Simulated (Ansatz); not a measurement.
## Y: Y → Tl

The parent structure is Y in the hcp (Mg type) structure (space group P6_3/mmc, No. 194; a = 3.599 Å, c = 5.587 Å).

The change: full substitution Y → Tl; the structure is relaxed again.

The values are results of PBEsol (Ansatz, a first-principles code), scalar-relativistic without spin-orbit coupling, not measurements. Γ-centred 15×15×9 mesh, Fermi–Dirac width 0.05 eV.

```
quantity                             base      changed        shift
-----------------------------  ----------  -----------  -----------
volume per atom                  31.34 Å³     28.60 Å³     -2.74 Å³
density                        4.71 g/cm³  11.87 g/cm³  +7.16 g/cm³
lattice parameter a               3.599 Å      3.458 Å     -0.141 Å
c/a ratio                           1.552        1.597       +0.045
shortest interatomic distance     3.482 Å      3.408 Å     -0.074 Å
band gap                             zero         zero            –
```

Whether these cells are dynamically stable was not tested. All final runs are without spin polarisation.
